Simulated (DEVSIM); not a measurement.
Structure: Mo/SiO2/p-Si capacitor, at 250 K.

| layer (left to right) | material | thickness (nm) | Na (cm⁻³) |
|---|---|---|---|
| 1 | SiO2 | 31.0 | - |
| 2 | Si | 390 | 2.2e18 |

Metal gate on the left, work function 4.6 eV. Fixed charge at the semiconductor interface -4e10 cm⁻² (in units of +e); interface traps 1.3e11 cm⁻² eV⁻¹, uniform in energy, neutral level at 0.3 of the gap above the valence band.

This is a model device: material constants are rounded textbook-type values typed into the input, and sizes, dopings and lifetimes were drawn at random. Values at 300 K; Nc and Nv go as T^1.5, mobilities as T to minus their exponent, the gap by Varshni's rule with the affinity fixed.

| parameter | SiO2 | Si |
|---|---|---|
| gap (eV) | 9 | 1.124 |
| affinity (eV) | 0.9 | 4.05 |
| permittivity | 3.9 | 11.7 |
| Nc (cm⁻³) | - | 2.86e19 |
| Nv (cm⁻³) | - | 3.1e19 |
| Varshni α (eV/K) | - | 0.000473 |
| Varshni β (K) | - | 636 |

DEVSIM, 1D Poisson equation in equilibrium, Boltzmann statistics, complete ionisation; no quantum confinement or tunnelling. Metal contacts follow the ideal Schottky-Mott rule: no Fermi-level pinning, no interface dipoles.

Problem. Tabulate band edges, carrier densities and field at 4.0 V on the gate.

Solution. Energies count from the Fermi level of the right contact; mesh points crowd at the junctions.

```tsv
x (μm)	Ec (eV)	Ev (eV)	n (cm⁻³)	p (cm⁻³)	field (V/cm)
0.000	-0.300	-9.300	< 1e2	< 1e2	1400000
0.001170	-0.141	-9.141	< 1e2	< 1e2	1400000
0.003283	0.147	-8.853	< 1e2	< 1e2	1400000
0.007507	0.722	-8.278	< 1e2	< 1e2	1400000
0.01837	2.202	-6.798	< 1e2	< 1e2	1400000
0.02483	3.082	-5.918	< 1e2	< 1e2	1400000
0.02841	3.569	-5.431	< 1e2	< 1e2	1400000
0.03061	3.868	-5.132	< 1e2	< 1e2	1400000
0.03158	0.796	-0.341	2000	3.2e12	430000
0.03326	0.863	-0.273	< 1e2	7.2e13	370000
0.03680	0.972	-0.164	< 1e2	1.2e16	250000
0.04713	1.081	-0.055	< 1e2	1.8e18	16000
0.06492	1.085	-0.051	< 1e2	2.2e18	15
0.09868	1.085	-0.051	< 1e2	2.2e18	≈ 0
0.2067	1.085	-0.051	< 1e2	2.2e18	≈ 0
0.3078	1.085	-0.051	< 1e2	2.2e18	≈ 0
0.3658	1.085	-0.051	< 1e2	2.2e18	≈ 0
0.3934	1.085	-0.051	< 1e2	2.2e18	≈ 0
0.4110	1.085	-0.051	< 1e2	2.2e18	≈ 0
0.4165	1.085	-0.051	< 1e2	2.2e18	≈ 0
0.4194	1.085	-0.051	< 1e2	2.2e18	≈ 0
0.4210	1.085	-0.051	< 1e2	2.2e18	≈ 0
```
